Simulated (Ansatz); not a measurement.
Consider Li2S in the anti-fluorite structure (space group Fm-3m, No. 225; a = 5.655 Å). Axes: x, y, z lie along the cube axes.

Now apply this change: biaxial strain +0.83 %, plane normal [111], relaxed out of plane (Cartesian); in-plane vectors clamped, the third vector and the atoms free.

Level of theory: PBEsol (Ansatz, a program for electronic structure), no SOC.

Problem. Give the band edges at the high-symmetry points of the new zone, measured from its valence-band maximum.

Solution. 
| point | valence edge (eV) | conduction edge (eV) |
|---|---|---|
| Γ | 0.00 | 4.11 |
| T | -0.58 | 5.98 |
| H₂ | -1.85 | 5.31 |
| H₀ | -1.85 | 5.31 |
| L | -0.53 | 6.01 |
| S₀ | -1.19 | 4.41 |
| S₂ | -1.19 | 4.41 |
| F | -1.46 | 3.18 |

The gap is 3.18 eV, indirect, Γ → F.

Whether these cells are dynamically stable was not tested. Labels are those of the standard path for the cell's own space group.
